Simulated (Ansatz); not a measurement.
Base system: Mg in the hcp (Mg type) structure (space group P6_3/mmc, No. 194; a = 3.173 Å, c = 5.183 Å).

The other end (x = 1) is Ba in the hcp (Mg type) structure (space group P6_3/mmc, No. 194; a hypothetical phase, not in the database extracts checked): 66.23 Å³/atom, gap zero; this end may not be an ambient phase.

All numbers come from plane-wave PAW DFT at the r2SCAN level (Ansatz, a program for electronic structure, 500 eV), scalar-relativistic without spin-orbit coupling.

Ba replaces a fraction x of Mg; each row is one arrangement (x, atoms in the cell, starting space group or random), fully relaxed.

One change was made to it. Results:

The mixing energy comes out as +0.13 eV/atom (to 0.01 eV only: unlike meshes or grids) (against an end that may be hypothetical); the shortest interatomic distance grows by 0.007 Å to 3.180 Å; the deviation of the volume from the linear (Vegard-type) interpolation amounts to -11.3 %.

Problem. Name the change that was made.
A) x(Ba) = 0.75, 8 atoms, P-3m1
B) x(Ba) = 0.333, 6 atoms, Cmcm
C) x(Ba) = 0.167, 6 atoms, P-6m2
D) x(Ba) = 0.75, 8 atoms, Pmc2_1

Solution. C, x(Ba) = 0.167, 6 atoms, P-6m2. For comparison, the mixing energy in the other runs: x(Ba) = 0.75, 8 atoms, P-3m1 gives +0.08 eV/atom; x(Ba) = 0.75, 8 atoms, Pmc2_1 gives +0.01 eV/atom; x(Ba) = 0.333, 6 atoms, Cmcm gives -0.04 eV/atom.

Each cell is one ordered arrangement of few atoms, which overstates ordering effects compared with a random alloy. No phonon test of stability was made. Under x(Ba) = 0.75, 8 atoms, Pmc2_1 and x(Ba) = 0.333, 6 atoms, Cmcm the cell changed shape so far that it is another structure.
